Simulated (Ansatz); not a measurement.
Start from TiO₂ in the rutile structure (space group P4_2/mnm, No. 136; a = 4.597 Å, c = 2.954 Å). Axes: x, y, z lie along a, b, c of the conventional cell.

Modification: compressive biaxial strain of 2.05 % in the plane normal to [001], as in epitaxy on a mismatched substrate; the out-of-plane cell vector and the atoms relax.

Levels (all Ansatz, a quantum-chemistry and plane-wave program, PAW, earlier PAW set): r2SCAN (500 eV, no SOC); HSE06 (420 eV, spin-orbit coupling left out).

The geometry is relaxed with r2SCAN.

- r2SCAN lowest conduction level above the VBM at special points: Γ 2.24 eV; R 2.29 eV; M 2.31 eV

### Question
Predict the lowest conduction level above the VBM at special points from HSE06.

### Answer
The lowest conduction level above the VBM at special points becomes Γ 3.43 eV; R 3.44 eV; M 3.48 eV (r2SCAN: Γ 2.24 eV; R 2.29 eV; M 2.31 eV).

Single points use the geometry relaxed with r2SCAN. The levels and masses belong to the bands next to the band gap. Whether these cells are dynamically stable was not tested. The final runs are not spin-polarised.
